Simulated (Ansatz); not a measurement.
**H interstitial started at a bond centre (zinc-blende BAs host)**

Computed with PBE, PAW (plane waves to 420 eV; Ansatz, a program for electronic structure). A 2×2×2 supercell of 64 sites was used; the energies come from a 2×2×2 shifted sampling of its zone. Site at the start: bond centre of B and As, 2.08 Å. Energies of charged states are corrected for periodic images (point charge plus alignment at distant sites). Dielectric constants: PBE linear response of the host. Host gap at this level: 1.20 eV. These values are not converged in cell size to better than tenths of an eV. PBE underestimates the host's gap, which shifts levels and can delocalise carriers. Spin–orbit coupling is left out. Each state is the lowest found from its start.

The name describes the start; the neighbours show where the added atom ended.

```csv
charge,moment (μB),largest move off a lattice site (Å),neighbours of the added atom at the end (Å),image correction with alignment (eV)
+1,not spin-polarised,0.39,"B 1.26, As 1.62, As 2.38, B 2.62, As 2.65, B 2.78, As 2.80",0.21
0,1.0,0.53,"B 1.21, As 1.75, As 2.57, As 2.57, As 2.57",0.00
−1,not spin-polarised,0.74,"B 1.18, As 1.93, As 2.57, As 2.57, As 2.58",0.15
```

No other site or start that was run ended lower by more than 0.1 eV.

Transition levels above the valence-band maximum: ε(+1/0) = 0.35 eV; ε(0/−1) = 1.05 eV. On the lower envelope of the bound states, inside the gap: (+1/0) at 0.35 eV; (0/−1) at 1.05 eV.

Flagged in the runs: a doubtful potential alignment, a strain field that reaches the edge of the cell.
